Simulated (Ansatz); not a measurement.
Relaxation of the outer planes of the (100) surface of bcc W in its 1x1 cell (the real clean face reconstructs), outermost plane spacing 1.59 Å in the ideal cut.

The numbers are results of PBE (plane waves to 420 eV, PAW; Ansatz, a quantum-chemistry and plane-wave program), not measurements.

Set-up: 8 atoms, 11.1 Å thick at the start; mesh 12x12x1; 0.1 eV smearing; dipole correction on; all atoms relaxed; start symmetry kept, larger cells not searched; no spin, no spin-orbit, no U.

```
plane  atoms  bulk spacing to the next (Å)  relaxed spacing (Å)  change (%)  rumpling (Å)
-----  -----  ----------------------------  -------------------  ----------  ------------
1          W                         1.592                    ?           ?          0.00
2          W                         1.592                1.640         3.0          0.00
```

Problem. Some entries are withheld; supply them.

Solution. 
- 1, relaxed spacing (Å): 1.405
- 1, change (%): -11.7
